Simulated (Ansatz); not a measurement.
Start from SnO₂ in the rutile structure (space group P4_2/mnm, No. 136).

```
SnO2
1.0
    4.75991     0.00000     0.00000
    0.00000     4.75991     0.00000
    0.00000     0.00000     3.20075
Sn O
2 4
Direct
  0.00000   0.00000   0.00000
  0.50000   0.50000   0.50000
  0.30591   0.30591   0.00000
  0.80591   0.19409   0.50000
  0.19409   0.80591   0.50000
  0.69409   0.69409   0.00000
```

Cartesian axes are those of the cell as printed.

Calculations: r2SCAN in Ansatz (plane waves to 500 eV, PAW, no SOC).

Strains are applied to the cell and any free atomic positions relax; under stress the whole cell relaxes.

One change was made to it. Results:

```csv
quantity,base,after
electron mass,"0.19 mₑ along c, 0.22 mₑ across (at Γ)","0.20 mₑ along z, 0.24 mₑ across (at Γ)"
shortest interatomic distance,2.059 Å,2.038 Å
```

### Question
Name the change that was made.
(A) strain tensor (xx, yy, zz, yz, xz, xy) = (+1.28, −0.57, −0.89, +1.22, −0.73, +0.69) %
(B) uniaxial strain ε_yy = +3.60 %
(C) uniaxial stress, 5 GPa compression along z

### Answer
A, strain tensor (xx, yy, zz, yz, xz, xy) = (+1.28, −0.57, −0.89, +1.22, −0.73, +0.69) %. For comparison, the shortest interatomic distance in the other runs: uniaxial stress, 5 GPa compression along z gives 2.055 Å; uniaxial strain ε_yy = +3.60 % gives 2.078 Å.

The levels and masses belong to the bands next to the band gap. Effective masses come from finite differences of ±0.01 Å⁻¹. Beyond what the load breaks, stability against distortions was not tested.

Ansatz is a quantum-chemistry and plane-wave program.
